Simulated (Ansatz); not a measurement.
SiO₂ (P4₁2₁2, No. 92) was calculated with r²SCAN-D4 (PAW; Ansatz, a first-principles code).

Run with plane-wave cutoff 560 eV, 8×8×6 k mesh (along the axes of the cell as run), Fermi–Dirac smearing 0.01 eV, scalar-relativistic PAW data made under PBE.

Shape and atoms are relaxed at each volume.

Pressure at four volumes; x = ln(V/13.702 Å³). One pressure is withheld.

```
V (Å³/atom)        x  P (GPa)
-----------  -------  -------
13.154       -0.0408    0.721
13.702        0.0000   -0.004
13.976        0.0198   -0.299
14.250        0.0392        ?
```

Problem. Pass a parabola P(x) through the three rows shown, estimate the bulk modulus and its pressure derivative near zero pressure, and predict the withheld pressure.

Solution. Slopes between the rows: (-0.004 − (0.721))/(0.0000 − (-0.0408)) = -17.77 and (-0.299 − (-0.004))/(0.0198 − (0.0000)) = -14.90 GPa. Their difference over the span 0.0606 is c = 2.87/0.0606 = 47.4 GPa, so P(x) = 0.721 + (-17.77)(x − (-0.0408)) + 47.4 (x − (-0.0408))(x − (0.0000)). At the middle row B = −dP/dx = −[-17.77 + 47.4 × 0.0408] = 15.8 GPa, and B′ = dB/dP = 2c/B = 6.0. At x = 0.0392 the parabola gives -0.552 GPa; the run gives -0.552 GPa. The Birch–Murnaghan fit to the energies at all volumes has B0 = 15.8 GPa and B′ = 6.3.

Note: the bulk modulus comes from volumes at which shape and atoms were relaxed.
